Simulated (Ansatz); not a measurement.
## Point defects in InP

The parent structure is an 8-atom supercell of InP in the zinc blende structure (space group F-43m, No. 216; a = 5.907 Å) at its relaxed geometry.

One neutral defect a cell, atoms relaxed at fixed cell.

Computed with Ansatz (a quantum-chemistry and plane-wave program) r2SCAN, without spin-orbit coupling.

```csv
case,largest displacement of a host atom from its site in the perfect cell,pressure
perfect supercell,–,0.0 GPa
"Ir on a In site, symmetric start",0.27 Å,-4.5 GPa
"P vacancy, symmetric start",0.09 Å,-2.5 GPa
Rh on a P site,0.05 Å,0.9 GPa
In interstitial (started 2.41 Å from the nearest host atom),0.11 Å,12.3 GPa
"P interstitial (started 2.56 Å from the nearest host atom), symmetric start",0.00 Å,7.0 GPa
```

Other magnetic orders, which the real material may have, were not ruled out. In so small a cell the defect repeats every few ångströms: this is an ordered compound, not a dilute defect. A case with no gap was solved on a k-mesh chosen for an insulator, which is coarse for it. Defects with a symmetric start kept the site's symmetry and may sit on a saddle; the others started slightly shaken. Starting moments died away, wholly or in part, for Ir on a In site, P vacancy, Rh on a P site and In interstitial (started 2.41 Å from the nearest host atom); another magnetic solution may exist.
